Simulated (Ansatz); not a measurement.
**The (21-32) surface of hcp Mg in its 1x1 cell, outermost plane spacing 0.32 Å in the ideal cut (one of several cuts of this face)**

Computed with r2SCAN, at the PBE geometry (plane waves to 500 eV, PAW; Ansatz, a quantum-chemistry and plane-wave program).

Model: 22-atom slab, 10.0 Å thick at the start (thin: gaps and levels are the slab's own), 7x5x1 mesh, Fermi-Dirac 0.1 eV, dipole correction, single point; on the structure that PBE left under its start's symmetry; no spin, no spin-orbit, no U.

| Quantity | Result |
|---|---|
| surface energy (mean of both faces) | 0.83 J/m^2 |
| work function of the top face | 3.62 eV |
| cost | about 11 core-minutes (a rough figure) |
